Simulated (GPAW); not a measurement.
A self-consistent single point of Cs (Im-3m, 1 atom in the cell) with GPAW.

Computed with PBEsol, GPAW PAW datasets PBEsol (made by gpaw-setup) (plane waves; GPAW).

```
CELL_PARAMETERS angstrom
     -3.03475     3.03475     3.03475
      3.03475    -3.03475     3.03475
      3.03475     3.03475    -3.03475
ATOMIC_POSITIONS crystal
  Cs 0.00000 0.00000 0.00000
```

Reference input (self-consistent single point, DFT PBEsol, plane waves, GPAW PAW datasets PBEsol (made by gpaw-setup)): mode = pw; ecut = 550 eV; xc = PBEsol; kpts = 5 5 5; mesh shift (steps) = 0 0 0; occupations.name = methfessel-paxton; occupations.width = 0.1 eV; occupations.order = 0; nbands = -9; symmetry.symmorphic = false; symmetry.tolerance = 0.0005; maxiter = 120. This run's input differs from it in these lines:

```diff
@@ -15,3 +15,3 @@
             occupations={'name': 'methfessel-paxton', 'width': 0.1, 'order': 0},
-            nbands=-9,
+            nbands=4,
             symmetry={'symmorphic': False, 'tolerance': 0.0005},
```

The program printed (abridged):

```
Input parameters:
  kpts: [5 5 5]
  maxiter: 120
  mode: {ecut: 550.0,
         name: pw}
  nbands: 4
  occupations: {name: methfessel-paxton,
                order: 0,
                width: 0.1}
  symmetry: {symmorphic: False,
             tolerance: 0.0005}
  xc: PBEsol

species:
  Cs:
    name: Caesium
    Z: 55.0
    valence: 9
    core: 46
    charge: 0.0
    file: Cs.PBEsol.gz

    # Using partial waves for Cs as LCAO basis

Reference energy: -211715.069452  # eV

Spin-paired calculation

Traceback (most recent call last):
   [... frames left out ...]
ValueError: Too few bands!  Electrons: 9.000000, bands: 4
```

The program stopped before any SCF iteration. 

The starting cell has typed, rounded lattice constants, without a prior relaxation at this level. Its lattice was rescaled by up to half a per cent.
